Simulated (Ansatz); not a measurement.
System: AlAs (model structure, started from the BeO type, P4₂/mnm, No. 136, 8 atoms in the cell). Method: LDA in Ansatz (plane waves, PAW).

Run with plane-wave cutoff 520 eV, 6×6×8 k mesh (along the axes of the cell as run), Fermi–Dirac smearing 0.01 eV, scalar-relativistic PAW data made under PBE.

Cell (relaxed with PBEsol):

```xyz
8
Lattice="6.8960 0.0000 0.0000 0.0000 6.8960 0.0000 0.0000 0.0000 4.0312" Properties=species:S:1:pos:R:3 pbc="T T T"
Al     2.2591     4.6370     0.0000
Al     4.6370     2.2591     0.0000
Al     5.7071     5.7071     2.0156
Al     1.1890     1.1890     2.0156
As     2.1631     2.1631     0.0000
As     4.7329     4.7329     0.0000
As     1.2849     5.6112     2.0156
As     5.6112     1.2849     2.0156
```

Problem. Give the computed band gap and smallest direct gap on the k points sampled.

Solution. 
* **band gap**: 1.28 eV (indirect)
* **smallest direct gap on the k points sampled**: 1.54 eV

Note: the relaxation could raise the start's symmetry but not lower it, so the cell can be a saddle point; cell and atoms aren't relaxed at this level (pressure -1.7 GPa).

Spin–orbit coupling is not included.

Computed values are for the static lattice.

The result took very roughly 20 core-seconds.

A model structure was made by putting elements into a prototype or built by hand; it is no filed structure, need not be a known phase, and can be a saddle point held by its symmetry.

Ansatz is a first-principles code.
